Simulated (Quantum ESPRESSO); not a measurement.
Quantum ESPRESSO is run on FeRu (P-6m2, 2 atoms in the cell), and the run fails. The aim is a self-consistent single point with DFT, PBEsol, plane waves, GBRV 1.5 ultrasoft (PBESOL) pseudopotentials.

Cell that was meant: a = 2.6428 Å, b = 2.6428 Å, c = 4.0702 Å, α = 90.00°, β = 90.00°, γ = 120.00°.

Part of the input:

```fortran
   nat = 2,
   ntyp = 2,
   ecutwfc = 50,
   ecutrho = 50,
   occupations = 'smearing',
   smearing = 'methfessel-paxton',
   degauss = 0.0099958,
```

Output (repeated stretches shortened):

```
 %%%%%%%%%%%%%%%%%%%%%%%%%%%%%%%%%%%%%%%%%%%%%%%%%%%%%%%%%%%%%%%%%%%%%%%%%%%%%%
     Error in routine set_cutoff (1):
     ecutrho <= ecutwfc?!?
 %%%%%%%%%%%%%%%%%%%%%%%%%%%%%%%%%%%%%%%%%%%%%%%%%%%%%%%%%%%%%%%%%%%%%%%%%%%%%%

     stopping ...
```

Problem. Read the log: what does the program object to, and what is the fix?

Solution. The fault is a density cutoff or grid that is too coarse; here the program stops on it instead of giving results. To fix it, restore the density cutoff. The program stopped before any SCF iteration.

The sound input it was made from differs as follows (other fixes are possible):
```diff
-   ecutrho = 50,
+   ecutrho = 400,
```

With that input, the run converged in 15 iterations: free energy E − TS -6046.7484 eV; Fermi level (on the code's own zero) 21.37 eV; pressure -14.03 GPa (DFT, PBEsol, plane waves, GBRV 1.5 ultrasoft (PBESOL) pseudopotentials).

On the sound input: the starting cell comes from a database of computed structures (which also holds hypothetical and non-ambient phases and stackings), without a prior relaxation at this level. Spin polarisation is off. With a pressure of about -14 GPa the cell is away from its equilibrium volume at this level.
